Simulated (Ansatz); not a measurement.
## Input and output of a self-consistent single point for Yb (Fm-3m, 1 atom in the cell) (Ansatz)

Level of theory: PBE (plane waves, PAW; Ansatz, a program for electronic structure).

The input file:

Ansatz 0.2 input:
```yaml
# Yb
crystal:
  lattice:
    - [0.000000, 2.753700, 2.753700]
    - [2.753700, 0.000000, 2.753700]
    - [2.753700, 2.753700, 0.000000]
  atoms:
    - { symbol: Yb, position_ang: [0.000000, 0.000000, 0.000000] }
basis:
  ecutwfc: 420.0
kpoints:
  mp_grid: { grid: [10, 10, 10] }
hamiltonian:
  xc: pbe
  pseudopotentials: { kind: paw }
scf:
  occupations: { method: fermi_dirac, width: 0.1 }
output:
  forces: true
  eigenvalues: true
  stress: true
```

Output (repeated stretches shortened):

```
WARN ansatz: RAYON_NUM_THREADS=1 ignored (pool sized by the plan → 1); use --threads N
Pseudopotentials: kind: paw
Pseudopotential: Yb, paw, valence charge 24
Crystal: 1 atoms, lattice volume = 41.762 Å³
Basis set: ecut = 420 eV, 869 PW (Γ), exchange–correlation on 54×54×54 points (8 copies of the dense FFT grid, shifted against one another)
Bands: 16, of which v1, the nominal top of the filled ones, is band 12 counted from 1 (11 counted from 0)
Symmetry: 48 space group operations
Space group: Fm-3m (ITA 225), of the structure as read, at distance tolerance 3.5e-5 Å
k-points: 47 of 1000
Initial density: superposition of atomic densities (neutral atoms: chi_scale 0, normalization atom), corrected by the library's trained network
Initial wavefunctions: pseudopotential atomic-orbital guess
Eigensolver: davidson
Functional: x = pbe(κ = 0.804, μ = 0.2195149727645171), c = pbe(β = 0.06672455060314922)
SCF iter   1: F=—  HF=-13795.023418 eV  |F-HF|=—  |Δ(HF+E_count)|=         —  Δρ=2.71e-3  dr2=2.71e-3  ethr=1.77e-3  ⟨swp⟩=5.3  Hψ=3640  notcnv=0
all-band conjugate gradients solve this SCF's bands
preconditioner: auto → Kerker (q_TF=auto, 2.488 Å⁻¹)
SCF iter   2: F=—  HF=-13795.014262 eV  |F-HF|=—  |Δ(HF+E_count)|=   9.16e-3  Δρ=1.49e-3  dr2=9.08e-4  ethr=1.13e-5  ⟨swp⟩=2.3  Hψ=1739  notcnv=0
SCF iter   3: F=—  HF=-13795.012671 eV  |F-HF|=—  |Δ(HF+E_count)|=   1.59e-3  Δρ=4.76e-4  dr2=9.17e-5  ethr=3.78e-6  ⟨swp⟩=1.8  Hψ=979  notcnv=0
SCF iter   4: F=—  HF=-13795.012343 eV  |F-HF|=—  |Δ(HF+E_count)|=   3.28e-4  Δρ=1.11e-4  dr2=3.42e-6  ethr=3.82e-7  ⟨swp⟩=2.0  Hψ=1322  notcnv=0
SCF iter   5: F=—  HF=-13795.012342 eV  |F-HF|=—  |Δ(HF+E_count)|=   1.47e-6  Δρ=6.22e-5  dr2=2.02e-6  ethr=1.42e-8  ⟨swp⟩=2.2  Hψ=1264  notcnv=0
SCF iter   6: F=-13795.012341 eV  HF=-13795.012341 eV  |F-HF|=5.70e-8  |Δ(HF+E_count)|=   2.52e-7  Δρ=9.62e-6  dr2=4.08e-8  ethr=4.17e-10  ⟨swp⟩=5.7  Hψ=4328  notcnv=0
SCF 1 converged in 6 iterations: F = -13795.012341 eV  dr2 = 4.08e-8
SCF converged after 6 iterations
Free energy (F): -13795.012341 eV
Harris-Foulkes:  -13795.012341 eV  (|F-HF|=5.70e-8)
Internal energy: -13794.919369 eV  (E = F + TS)
E sigma→0 (E₀):  -13794.965855 eV
Entropy (-TS):   -0.092973 eV (-92.973 meV/atom)
Fermi energy:    8.940738 eV
--- Per-component energies (eV) ---
  E_band       = -45.042433
  E_kinetic    = 350.638605
  E_local      = -6596.632936  (includes V_loc(G=0)·N_el)
  E_nonlocal   = 553.560013
  E_hartree    = 2867.025427
  E_xc         = -161.489741
  E_vxc        = -200.910661  (∫ρ·V_xc dr)
  E_paw        = -7355.598204  (= ΣΔE_a)
  E_vpaw       = 114.236109  (= ΣTr[D̂ρ^β])
  E_aug_tail   = 0.000003  (compensation charges beyond the density's cutoff)
  E_ewald      = -3452.422535
  E_smearing   = -0.092973  (= −TS)
  E_closure    = 0.000000  (closes the sum)
  Σ components = -13795.012341   (vs F -13795.012341, Δ=0.00e0)
--- Forces (eV/Å), atoms counted from 1 ---
  atom   1  Yb     0.00000000    -0.00000000     0.00000000
  max |Σ_I F_I| component: 5.26e-30 eV/Å
--- Stress (GPa, compression-positive) ---
       -2.162276       0.000000       0.000000
        0.000000      -2.162276       0.000000
        0.000000       0.000000      -2.162276
  P = ⅓ Tr σ = -2.1623 GPa (-21.623 kbar)
  The stress holds the Pulay correction. Without it, at fixed plane waves, as pw.x and ABINIT print it: P = -2.2080 GPa
--- Band table (eV; the first three rows and the last of 47) ---
  k-point 0: bands = ["-42.8928", "-15.1746", "-15.1746", "-15.1746", "4.0880", "8.3461", "8.4106", "8.4106", "8.4106", "8.4810", "8.4810", "8.4810", "11.6426", "11.6426", "11.6426", "13.4635"]
  k-point 1: bands = ["-42.8920", "-15.1942", "-15.1773", "-15.1773", "4.2872", "8.3488", "8.4078", "8.4148", "8.4148", "8.4721", "8.4721", "8.4813", "11.3667", "11.7387", "11.7387", "13.3515"]
  k-point 2: bands = ["-42.8900", "-15.2453", "-15.1844", "-15.1844", "4.8588", "8.3568", "8.4009", "8.4249", "8.4249", "8.4526", "8.4526", "8.4819", "10.7442", "11.8724", "11.8724", "13.2823"]
  k-point 46: bands = ["-42.8822", "-15.3250", "-15.2893", "-15.2506", "8.3609", "8.4053", "8.4108", "8.4115", "8.4214", "8.4373", "8.4542", "8.8529", "9.4880", "9.7762", "11.5470", "15.0002"]
```

The run converged in 6 iterations.

The starting cell has typed, rounded lattice constants, without a prior relaxation at this level. Its lattice was rescaled by up to half a per cent. Spin-orbit coupling is off. Spin polarisation is off. Ansatz's pressure includes its estimate of the finite-basis (Pulay) stress.
